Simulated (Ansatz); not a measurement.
**rock-salt TaC (1 1 1) on 4H silicon carbide (0 0 1) (film strained to the substrate, started from cuts of the bulks and a machine-learned relaxation; slabs Si8C8 and C4Ta4, which can lie off the formulas)**

A periodic stack without vacuum, rock-salt TaC (1 1 1) on 4H silicon carbide (0 0 1) (film strained to the substrate, started from cuts of the bulks and a machine-learned relaxation; slabs Si8C8 and C4Ta4, which can lie off the formulas): substrate slab Si8C8, film C4Ta4, surface cells [[0, 1], [-1, 0]] and [[1, 0], [0, 1]], film strained by -2.2 and -2.2 %, outermost planes C/Si and C/Ta as cut, which need not be the usual terminations and can put a slab off its formula.

The start was prepared with a machine-learned potential, and the result is one local minimum, with the in-plane cell held and forces under 0.04 eV/Å; the film can end far from its bulk form.

These are PBE (plane waves to 420 eV, PAW; Ansatz, a program for electronic structure) values and carry that method's errors. Spin–orbit coupling is left out; the runs are not spin-polarised; PBE gaps are too small against experiment. Its k-point mesh 12×12×1, Fermi–Dirac width 0.05 eV.

The interface area comes out as 8.3 Å², the period is 31.07 Å and the heights between the nearest atoms of the two slabs at the two interfaces comes out as 1.85 and 1.83 Å. The Si–Ta contacts across the interfaces within 1.22 times the sum of covalent radii comes out as 3, mean 3.07 Å. The C–Ta contacts across the interfaces within 1.22 times the sum of covalent radii is 3, mean 2.56 Å, the C–Si contacts across the interfaces within 1.22 times the sum of covalent radii is 1, mean 1.85 Å and the estimate of the barrier is withheld, since the two interfaces are unlike. The slope of the mean potential energy in the substrate comes out as +7.2 MV/cm × e.

```
CELL_PARAMETERS angstrom
      3.09405    -0.00033     0.01919
      1.54699     2.67949     0.03740
      1.35296     0.54902    31.08784
ATOMIC_POSITIONS crystal
  Si 0.09123 0.95812 0.13095
  Si 0.03703 0.90403 0.29411
  Si 0.39778 0.26431 0.21254
  Si 0.78321 0.65352 0.04938
  C  0.07160 0.93771 0.19172
  C  0.12345 0.99387 0.02768
  C  0.37734 0.24404 0.27347
  C  0.76481 0.63139 0.11047
  Si 0.98057 0.85128 0.45727
  Si 0.92435 0.79894 0.62021
  Si 0.28568 0.15849 0.53883
  Si 0.67562 0.54423 0.37568
  C  0.95944 0.83176 0.51798
  C  0.01605 0.88425 0.35482
  C  0.26467 0.13887 0.59973
  C  0.65424 0.52452 0.43661
  C  0.90282 0.78075 0.67985
  C  0.20881 0.08739 0.76106
  C  0.51364 0.39307 0.84560
  C  0.81835 0.69809 0.93007
  Ta 0.55596 0.43472 0.71710
  Ta 0.86128 0.74130 0.80273
  Ta 0.16614 0.04502 0.88853
  Ta 0.47151 0.35223 0.96885
```
